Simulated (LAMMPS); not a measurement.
Molecular dynamics of Al (fcc), 4000 atoms, at 560 K and 2 GPa, heated as the crystal.

Computed with classical MD, pair style eam/alloy, file AlCu.eam.alloy; code LAMMPS.

```json
{
 "state_found": "crystal; no diffusion seen in 30 ps",
 "density": "2.6454 ± 0.0001 g/cm³",
 "volume_per_atom": "16.9363 ± 0.0007 Å³/atom",
 "enthalpy_per_atom": "-2.9616 ± 0.0001 eV/atom",
 "first peak of g(r)": "2.84 Å, height 4.4",
 "coordination_number": "12.0 (counted to 3.50 Å)",
 "most common Al-Al-Al angle": "at the 3° bin centred on 58.5°, after smoothing over three bins (mean of all 97°)",
 "mean frequency of the vibrational (phonon) density of states": "5.5 THz",
 "cost": "very roughly 8 core-minutes"
}
```

Potential: file AlCu.eam.alloy of the LAMMPS distribution; its header cites Cai and Ye, Phys Rev B, 54, 8398-8410 (1996).

Caution: a run this short can hold a crystal over, or a liquid under, the potential's own melting point, which these runs don't give.

States go by the mean squared displacement: a species diffuses where it passes 1.5 Å², still rises and gives D over 1e-6 cm²/s; a crystal has left its structure where atoms lie 0.35 Å off their sites on average or a cubic box changes its shape by 3 %, or the axial ratios of another lie 8 % off the starting cell's, which the potential's own relaxation can also do.

The ± values are statistical; the model's systematic error is not in them.

```csv
frequency (THz),vibrational (phonon) density of states (1/THz)
0.07250,0.0002
0.3625,0.0014
0.6535,0.0045
0.9435,0.0106
1.234,0.0194
1.524,0.0274
1.815,0.0403
2.104,0.0543
2.394,0.0704
2.686,0.0881
2.976,0.1121
3.266,0.1424
3.556,0.1662
3.846,0.1814
4.136,0.1891
4.426,0.1955
4.717,0.1978
5.008,0.1907
5.297,0.1702
5.588,0.1492
5.878,0.1358
6.168,0.1252
6.458,0.1206
6.749,0.1301
7.040,0.1521
7.329,0.1669
7.620,0.1565
7.910,0.1218
8.200,0.0828
8.491,0.0539
8.780,0.0359
9.072,0.0258
9.361,0.0197
9.652,0.0156
9.942,0.0127
10.23,0.0105
10.52,0.0089
10.81,0.0077
11.10,0.0068
11.39,0.0060
11.68,0.0052
11.97,0.0045
12.26,0.0041
12.55,0.0035
12.84,0.0030
13.14,0.0026
13.43,0.0023
13.72,0.0019
14.01,0.0016
14.30,0.0014
```
